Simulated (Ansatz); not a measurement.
**A computed series for GaP: response to strain**

Consider GaP in the zinc blende structure (space group F-43m, No. 216).

```
GaP
1.0
    0.00000     2.72566     2.72566
    2.72566     0.00000     2.72566
    2.72566     2.72566     0.00000
Ga P
1 1
Direct
  0.00000   0.00000   0.00000
  0.25000   0.25000   0.25000
```

Strains are applied to the cell and any free atomic positions relax.

Computed with r2SCAN (Ansatz, a first-principles code), without spin-orbit coupling.

Candidates:
(a) isotropic strain +2.50 %
(b) isotropic strain +0.50 %
(c) isotropic strain +2.00 %
(d) isotropic strain +1.00 %
(e) isotropic strain +3.00 %

Base values:

```
Property   Result
--------  -------
Band gap  1.85 eV
```

Q: Order them by band gap, highest first.

A: (d) isotropic strain +1.00 % (1.89 eV), (b) isotropic strain +0.50 % (1.87 eV), (c) isotropic strain +2.00 % (1.84 eV), (a) isotropic strain +2.50 % (1.72 eV), (e) isotropic strain +3.00 % (1.59 eV)

No phonon test of stability was made.
